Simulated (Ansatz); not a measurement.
# SiC, response to strain

Consider SiC in the wurtzite structure (space group P6_3mc, No. 186).

```xyz
4
Lattice="3.0920 0.0000 0.0000 -1.5460 2.6777 0.0000 0.0000 0.0000 5.0743" Properties=species:S:1:pos:R:3 pbc="T T T"
Si     0.0000     1.7851     5.0721
Si     1.5460     0.8926     2.5350
C      0.0000     1.7851     1.9050
C      1.5460     0.8926     4.4421
```

Cartesian axes are those of the cell as printed.

Strains are applied to the cell and any free atomic positions relax.

Method: Ansatz (an electronic-structure program), PBE, PAW, cutoff 420 eV, spin-orbit coupling left out.

Notes on the quantities. energy relative to the base: free energy F.

| uniaxial strain ε_zz (%) | energy relative to the base (meV/atom) |
|---|---|
| -3 | 16.3 |
| -2.4 | 10.4 |
| -1.8 | ? |
| -0.6 | 0.6 |
| 0 | 0.0 |

**Question.** Fit ΔE = Aε² + Bε³ (ε in %) to the rows shown and predict the withheld row.

**Answer.** Least squares on the printed values gives A = 1.77 and B = -0.013 meV/atom (largest residual 0.0 meV/atom); this predicts 5.8 meV/atom, and the run gives 5.8 meV/atom, in agreement.

No phonon test of stability was made.
